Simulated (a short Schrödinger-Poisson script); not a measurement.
**MOS inversion layer, HfO2 on p-type GaAs**

Structure: MOS inversion layer, HfO2 on p-type GaAs, at 400 K.

```
layer  material  thickness (nm)  Na (cm⁻³)
-----  --------  --------------  ---------
1          HfO2               9          -
2          GaAs             850     3.4e17
```

Constants are typed, rounded textbook-type inputs, not results; the design itself was drawn at random and stands for no fabricated device. HfO2: permittivity 22, conduction-band edge (eV) 1.57, gap (eV) 5.7, electron mass (mₑ) 0.2. GaAs: permittivity 12.9, conduction-band edge (eV) 0, gap (eV) 1.424, Nv at 300 K (cm⁻³) 9e18.

Channel valleys (confinement mass, in-plane density-of-states mass, number): Γ 0.067, 0.067, 1. At the gate the conduction-band edge of layer 1 lies 1.6 eV − eVg above the Fermi level of the channel; the field vanishes at the back. Gaps are held at their typed values at every temperature. Mesh 0.03 nm at interfaces.

From a short Schrödinger-Poisson script (our own, NumPy): 1D Poisson equation in equilibrium, electrons quantum, Hartree (BenDaniel-Duke, 12 states a valley, the channel's in-plane mass for all, wave functions ending at the dielectric), parabolic valleys, classical holes, full ionisation, no traps, pinning or gate leakage.

```tsv
Vg (V)	electrons (cm⁻²)	C (μF/cm²)	Γ E0 (meV)	Γ E1 (meV)
-0.1	1.04e6	0.165	474.4	605.1
-0.05	3.64e6	0.162	431.2	564.3
0	1.28e7	0.159	387.9	523.2
0.05	4.51e7	0.156	344.4	482.0
0.1	1.60e8	0.153	300.7	440.5
0.15	5.68e8	0.152	257.0	398.9
0.2	2.02e9	0.154	213.2	357.2
0.25	7.11e9	0.170	169.6	315.7
0.3	2.41e10	0.224	127.2	275.2
0.35	7.35e10	0.356	87.9	238.0
0.4	1.83e11	0.552	54.6	206.8
0.45	3.60e11	0.730	27.9	182.5
0.5	5.91e11	0.856	6.5	163.5
0.55	8.57e11	0.938	-11.6	147.9
0.6	1.15e12	0.993	-27.5	134.5
0.65	1.45e12	1.03	-42.0	122.5
0.7	1.77e12	1.06	-55.6	111.4
0.75	2.10e12	1.08	-68.7	101.0
0.8	2.43e12	1.10	-81.2	91.1
0.85	2.77e12	1.11	-93.5	81.5
0.9	3.11e12	1.13	-105.4	72.3
```

Subbands count from the Fermi level.

Above a few 1e12 electrons/cm² a light Γ valley is non-parabolic and upper valleys begin to fill, which the model leaves out.
